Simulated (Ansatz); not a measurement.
## Pressure series in Rh

Start from Rh in the fcc (Cu type) structure (space group Fm-3m, No. 225; a = 3.7800 Å).

Cell and atoms are relaxed at each pressure.

Computed with Ansatz (an electronic-structure program), PBEsol, PAW, cutoff 420 eV, spin-orbit coupling left out.

Notes on the quantities. enthalpy: H = E + PV relative to the base's energy.

| variant | enthalpy | density |
|---|---|---|
| base | – | 12.66 g/cm³ |
| pressure −2 GPa | -0.17 eV/atom | 12.57 g/cm³ |
| pressure −1 GPa | -0.08 eV/atom | 12.61 g/cm³ |
| pressure 0.9 GPa | +0.08 eV/atom | 12.69 g/cm³ |
| pressure 2.1 GPa | +0.18 eV/atom | ___ |
| pressure 4.5 GPa | +0.38 eV/atom | 12.84 g/cm³ |
| pressure 9 GPa | +0.75 eV/atom | 13.02 g/cm³ |
| pressure 15 GPa | +1.23 eV/atom | 13.24 g/cm³ |
| pressure 22.5 GPa | +1.83 eV/atom | ___ |
| pressure 30 GPa | +2.42 eV/atom | ___ |

Some entries are withheld; estimate them.


- pressure 2.1 GPa, density: 12.74 g/cm³
- pressure 22.5 GPa, density: 13.50 g/cm³
- pressure 30 GPa, density: 13.74 g/cm³

Load acts through the strain it causes; cell and atoms are relaxed under it. Whether these cells are dynamically stable was not tested. Competing high-pressure phases were not computed. The final runs are not spin-polarised.
